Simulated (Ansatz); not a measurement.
Structures of equal composition on the (111) surface of germanium (Ge plane on top): (√3x√3)R30° Ag adatom at H3; (√3x√3)R30° Ag adatom at T4. The slabs share one bottom face, and each structure is named by its start. These are constructed structures in small cells; real faces may alloy, dewet or reconstruct in larger ones, and not all known structures of the face are among them. Slabs of about 13 Å, Fermi-Dirac smearing of 0.025 eV. Bottom of the slabs: H caps. Relaxed from the named starts with such symmetry as they have, on meshes of like density; energies extrapolated to zero smearing; spin only where a row says so; no spin-orbit coupling, no U. Brackets mark spin-polarised runs, whose order is one that fits the cell. Where a second, spin-polarised start was run, the lower counts.

Computed with r2SCAN, at the PBE geometry (plane waves to 500 eV, PAW; Ansatz, an electronic-structure program).

Question: Put the candidates in order of energy per 1x1 cell, lowest first, for r2SCAN, at the PBE geometry.

Answer: (√3x√3)R30° Ag adatom at H3 (0.000 eV, no gap on the mesh), (√3x√3)R30° Ag adatom at T4 (0.056 eV, no gap on the mesh)
